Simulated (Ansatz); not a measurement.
Structures of equal composition on the (100) surface of fcc Cu: a layer of Os in place of the second plane; a layer of Os in place of the third plane. The slabs share one bottom face, and each structure is named by its start. These are constructed structures in small cells; real faces may alloy, dewet or reconstruct in larger ones, and not all known structures of the face are among them. Slabs of about 9 Å with all that they carry, Fermi-Dirac smearing of 0.1 eV. Bottom of the slabs: a bare face, its two planes held. Relaxed from the named starts with such symmetry as they have, on meshes of like density; energies extrapolated to zero smearing; no spin-orbit coupling, no U. Spin-polarised runs, if any, are marked in brackets, and their order is one that fits the cell; the others ran without spin.

Computed with PBE (plane waves to 420 eV, PAW; Ansatz, a quantum-chemistry and plane-wave program).

Task: Order them by energy per 1x1 cell (lowest first) at the level PBE.

Result: a layer of Os in place of the third plane (0.000 eV), a layer of Os in place of the second plane (0.035 eV)
